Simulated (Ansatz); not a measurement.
Take CuI in the zinc blende structure (space group F-43m, No. 216; a = 5.862 Å) as the base.

Calculations: plane-wave PAW DFT at the LDA level (Ansatz, a first-principles code, 420 eV), spin-orbit coupling left out.

Base values:

- Valley order: Γ 1.22 eV; L along ⟨111⟩ 2.12 eV; X along ⟨100⟩ 2.41 eV

Now apply this change: an isotropic linear strain of +1.00 %, atoms relaxed at fixed cell.

**Question.** Predict the new valley order.

**Answer.** The valley order (the lowest conduction-band minima on the path, energy above the VBM, named in the base's zone) changes from Γ 1.22 eV; L along ⟨111⟩ 2.12 eV; X along ⟨100⟩ 2.41 eV to Γ 1.13 eV; L along ⟨111⟩ 2.09 eV; X along ⟨100⟩ 2.47 eV.

Spin-orbit coupling, missing from the scalar runs, can matter with I. The levels and masses belong to the bands next to the band gap. No phonon test of stability was made. The final runs are not spin-polarised.
